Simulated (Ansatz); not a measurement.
The starting structures come from a database of crystals and need not be the phases stable at ambient conditions.

Inside the gap of an insulator the Bloch states are evanescent, with a wavenumber k + iκ along the transport direction.

```xyz
28
Lattice="3.8090 0.0000 0.0000 -1.9045 3.2987 0.0000 0.0000 0.0000 43.5765" Properties=species:S:1:pos:R:3 pbc="T T T"
Zn     0.0000     0.0000     6.2271
Zn     1.9045     1.0996    34.2424
Zn     1.9045     1.0996     3.1157
Zn     0.0000     0.0000    24.8996
Zn     0.0000     2.1992     9.3341
Zn     0.0000     0.0000    31.1267
Zn     1.9045     1.0996    28.0154
Zn     0.0000     2.1992    15.5655
Zn     0.0000     2.1992     0.0000
Zn     0.0000     0.0000    18.6725
Zn     0.0000     0.0000    40.4608
Zn     1.9045     1.0996    12.4498
Zn     1.9045     1.0996    21.7839
Zn     0.0000     2.1992    37.3494
S      0.0000     0.0000    42.8009
S      0.0000     0.0000     8.5628
S      1.9045     1.0996    14.7899
S      1.9045     1.0996    30.3511
S      0.0000     0.0000    33.4668
S      0.0000     2.1992    39.6808
S      0.0000     2.1992    11.6698
S      1.9045     1.0996    24.1196
S      0.0000     2.1992    17.8969
S      0.0000     2.1992     2.3357
S      0.0000     0.0000    21.0039
S      0.0000     0.0000    27.2353
S      1.9045     1.0996    36.5738
S      1.9045     1.0996     5.4471
```

Space group of this cell: P3m1. The cell is taken as given.

Transport runs along the normal of the first two printed cell vectors, the (001) plane of the conventional cell.

The gap is the functional's own. No spin-orbit coupling. Mid-gap values are interpolated on the energy grid.

Question: Predict the band gap and the smallest decay constant κ at mid-gap from r2SCAN run with Ansatz (a quantum-chemistry and plane-wave program).

Answer: Gap 2.74 eV on a 12×12×1 mesh; κ = 0.174 1/Å, at the zone centre.
